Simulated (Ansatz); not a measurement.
## NbSi2 (P6_422): band-structure transport figures

```yaml
crystal:
  lattice:
    - [4.76564, 0.00000, 0.00000]
    - [-2.38282, 4.12717, 0.00000]
    - [0.00000, 0.00000, 6.57961]
  atoms:
    - { symbol: Nb, position: [0.50000, 0.50000, 0.66667] }
    - { symbol: Nb, position: [0.00000, 0.50000, 0.33333] }
    - { symbol: Nb, position: [0.50000, 0.00000, 0.00000] }
    - { symbol: Si, position: [0.68022, 0.84011, 0.33333] }
    - { symbol: Si, position: [0.84011, 0.68022, 0.00000] }
    - { symbol: Si, position: [0.15989, 0.84011, 0.66667] }
    - { symbol: Si, position: [0.31978, 0.15989, 0.33333] }
    - { symbol: Si, position: [0.15989, 0.31978, 0.00000] }
    - { symbol: Si, position: [0.84011, 0.15989, 0.66667] }
```

Computed with PBEsol, rigid bands (plane waves, PAW, scalar-relativistic; Ansatz, a quantum-chemistry and plane-wave program). How the cell was made: cell and atoms relaxed with PBEsol.

The density of states at the Fermi level is 3.43 states/(eV·cell), both spins, the bare Sommerfeld coefficient comes out as 0.90 mJ/(mol of atoms·K²) and the drude plasma energy is 3.0 (x), 3.0 (y), 4.0 (z) eV. The root-mean-square Fermi velocity is 4.0e5 m/s and the resistivity times τ is 53 (x), 53 (y), 31 (z) ×10⁻²² Ω·m·s.

A metal at this level (no band gap); rigid bands, thermally averaged at 300 K, both spins. Spin-orbit coupling is left out. τ is one relaxation time for all states.
